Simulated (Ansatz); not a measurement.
We look at the energy of the reaction as written. Reaction: 1/4 cell B + 3/8 F2 (gas) → cell A. A negative value means that the right-hand side lies lower.

Cell A: a slab of Ru (hcp, P6₃/mmc) cut along (0001), 6 atoms, hexagonal cell of 2.72 Å (6.4 Å²), symmetry P3m1, 10.0 Å thick under 16 Å of vacuum, in-plane vectors held at the crystal's; planes from bottom to top: Ru × 5 | F, its two faces unlike (dipole correction applied); added, foreign or displaced atoms, above the top plane: F bound to 3 Ru at 2.22 Å; spin state with PBE: run without spin, k-point mesh 20×20×1.
```xyz
6
Lattice="2.7219 0.0000 0.0000 1.3610 2.3573 0.0000 0.0000 0.0000 25.8934" Properties=species:S:1:pos:R:3 pbc="T T T"
Ru     0.0000     0.0000     8.0546
Ru     2.7219     1.5715    10.1073
Ru     0.0000     0.0000    12.2683
Ru     2.7219     1.5715    14.4536
Ru     0.0000     0.0000    16.5091
F      1.3610     0.7858    18.0762
```

Cell B: a slab of Ru (hcp, P6₃/mmc) cut along (0001), 21 atoms, hexagonal cell of 5.44 Å (25.7 Å²), symmetry P3m1, 10.1 Å thick under 16 Å of vacuum, in-plane vectors held at the crystal's; planes from bottom to top: Ru4 × 5 | F, its two faces unlike (dipole correction applied); added, foreign or displaced atoms, above the top plane: F bound to 3 Ru at 2.28 Å; spin state with PBE: run without spin, k-point mesh 10×10×1.
```xyz
21
Lattice="5.4439 0.0000 0.0000 2.7219 4.7145 0.0000 0.0000 0.0000 25.8934" Properties=species:S:1:pos:R:3 pbc="T T T"
Ru    -0.0011    -0.0006     8.0698
Ru     2.7230    -0.0006     8.0698
Ru     1.3610     2.3585     8.0698
Ru     4.0829     2.3573     8.0815
Ru     5.4458     1.5704    10.1362
Ru     2.7200     1.5704    10.1362
Ru     6.8048     3.9288    10.1366
Ru     4.0829     3.9311    10.1362
Ru    -0.0067    -0.0039    12.2951
Ru     2.7286    -0.0039    12.2951
Ru     1.3610     2.3650    12.2951
Ru     4.0829     2.3573    12.2998
Ru     5.4398     1.5739    14.4547
Ru     2.7260     1.5739    14.4547
Ru     6.8048     3.9288    14.5150
Ru     4.0829     3.9241    14.4547
Ru     0.0288     0.0166    16.5283
Ru     2.6931     0.0166    16.5283
Ru     1.3610     2.3240    16.5283
Ru     4.0829     2.3573    16.5032
F      1.3610     0.7858    18.2081
```

Reference: an isolated F2 molecule (singlet) in a box of 11 × 11 × 13 Å.

All numbers come from Ansatz (a quantum-chemistry and plane-wave program), plane waves with PAW, its default PAW set, cutoff 420 eV, 500 eV for r2SCAN. The structures are at rest with PBE, within the held lattices; other levels are single points on them. Neutral cells; Fermi-Dirac smearing of at most 0.10 eV in the solids, energies taken to zero width. The lattices are those relaxed with PBE, so at other levels the solids can be strained, which adds to the spread. Larger cells are relaxed from a start prepared with the learned potential CHGNet till forces fall under 0.03 eV/Å, which some starts already meet. A dispersion term (D3(BJ), or D4 for r2SCAN) was computed beside these levels and is taken off wherever the name lacks it. Static lattices, no vibrational contributions. Cells are local rest points, mostly with their start's symmetry. No Hubbard U is applied. No correction for cell size. Cell A has symmetry P3m1 and got no random move, so less symmetric positions, which may lie lower, weren't tried. Cell B has symmetry P3m1 and got no random move, so less symmetric positions, which may lie lower, weren't tried.

Q: Predict the value from PBE.

A: -1.77 eV, for 1/4 cell B + 3/8 F2 (gas) → cell A.

Q: List the value at the remaining levels and say how far they part.

A: 
```
Method  value (eV)  less PBE
------  ----------  --------
r2SCAN       -2.04     -0.27
```

The levels span 0.27 eV, from r2SCAN (-2.04) to PBE (-1.77).
